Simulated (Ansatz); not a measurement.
```
Re
1.0
    2.68933     0.00000     0.00000
   -1.34466     2.32903     0.00000
    0.00000     0.00000     4.35026
Re
2
Direct
  0.33333   0.66667   0.25000
  0.66667   0.33333   0.75000
```

These are PBEsol, DFPT electron-phonon coupling, linearised Boltzmann equation (plane waves, PAW, scalar-relativistic; Ansatz, a first-principles code) values and carry that method's errors. Condition of this run: hydrostatic pressure 30 GPa (the target of the relaxation). Cell: relaxed with this functional, without spin-orbit coupling, then loaded as said.

### Question
What phonon-limited resistivity does this give at 300 K?

### Answer
9.7 (x), 9.7 (y), 6.8 (z) μΩ·cm.

### Question
And the electrons' mean free path at that temperature?

### Answer
7.3 (x), 7.3 (y), 7.6 (z) nm, weighted by the current that each state carries. Wires not much wider than this gain resistivity from their walls.

A metal at this level (no band gap). Only scattering by harmonic phonons is included (no impurities, grain boundaries, electron-electron scattering or thermal expansion). Spin-orbit coupling is left out, which matters with elements this heavy. Halving the electron mesh (36x36x20) moves the resistivity by up to 3 % at 300 K, the mean free path by up to 4 %. Smearing 0.20 eV; phonons on a 6x6x3 q mesh, which this run doesn't test.
